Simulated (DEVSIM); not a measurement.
Device: abrupt InP p-n junction, at 300 K.

```
layer (left to right)  material  thickness (μm)  Nd (cm⁻³)  Na (cm⁻³)   τn (s)   τp (s)
---------------------  --------  --------------  ---------  ---------  -------  -------
1                           InP           0.400          -     2.6e15  3.1e-10  3.1e-10
2                           InP            2.60     5.6e16          -  3.1e-10  3.1e-10
```

Left contact: ohmic. Right contact: ohmic. Voltage is applied to the left contact. Recombination: SRH at mid-gap, Auger. Mobility is constant in doping.

The device is made up for the run: typed textbook-type constants, with dimensions and the other settings drawn at random. Values at 300 K.

| parameter | InP |
|---|---|
| gap (eV) | 1.344 |
| affinity (eV) | 4.38 |
| permittivity | 12.5 |
| Nc (cm⁻³) | 5.7e17 |
| Nv (cm⁻³) | 1.1e19 |
| μn (cm²/Vs) | 5200 |
| μp (cm²/Vs) | 170 |
| Cn (cm⁶/s) | 9e-31 |
| Cp (cm⁶/s) | 9e-31 |

DEVSIM, 1D drift-diffusion, Boltzmann statistics, complete ionisation; no tunnelling, impact ionisation, image-force lowering or self-heating.

Q: Tabulate band edges, carrier densities and field at zero bias.

A: Energies count from the Fermi level of the right contact; mesh points crowd at the junctions.

| x (μm) | Ec (eV) | Ev (eV) | n (cm⁻³) | p (cm⁻³) | field (V/cm) |
|---|---|---|---|---|---|
| 0.000 | 1.128 | -0.216 | < 1e2 | 2.6e15 | -17000 |
| 0.01785 | 1.097 | -0.247 | < 1e2 | 7.7e14 | -18000 |
| 0.04733 | 1.043 | -0.301 | < 1e2 | 9.7e13 | -19000 |
| 0.09599 | 0.947 | -0.397 | < 1e2 | 2.4e12 | -21000 |
| 0.2000 | 0.713 | -0.631 | 590000 | 2.8e8 | -24000 |
| 0.2897 | 0.479 | -0.865 | 5.1e9 | 32000 | -28000 |
| 0.3440 | 0.322 | -1.022 | 2.2e12 | < 1e2 | -30000 |
| 0.3852 | 0.196 | -1.148 | 2.9e14 | < 1e2 | -31000 |
| 0.4010 | 0.146 | -1.198 | 2.0e15 | < 1e2 | -31000 |
| 0.4184 | 0.102 | -1.242 | 1.1e16 | < 1e2 | -19000 |
| 0.4506 | 0.069 | -1.275 | 4.0e16 | < 1e2 | -4600 |
| 0.5363 | 0.060 | -1.284 | 5.6e16 | < 1e2 | -43 |
| 0.6572 | 0.060 | -1.284 | 5.6e16 | < 1e2 | ≈ 0 |
| 0.8690 | 0.060 | -1.284 | 5.6e16 | < 1e2 | ≈ 0 |
| 1.390 | 0.060 | -1.284 | 5.6e16 | < 1e2 | ≈ 0 |
| 2.024 | 0.060 | -1.284 | 5.6e16 | < 1e2 | ≈ 0 |
| 2.453 | 0.060 | -1.284 | 5.6e16 | < 1e2 | ≈ 0 |
| 2.699 | 0.060 | -1.284 | 5.6e16 | < 1e2 | ≈ 0 |
| 2.872 | 0.060 | -1.284 | 5.6e16 | < 1e2 | ≈ 0 |
| 2.938 | 0.060 | -1.284 | 5.6e16 | < 1e2 | ≈ 0 |
| 2.973 | 0.060 | -1.284 | 5.6e16 | < 1e2 | ≈ 0 |
| 3.000 | 0.060 | -1.284 | 5.6e16 | < 1e2 | ≈ 0 |
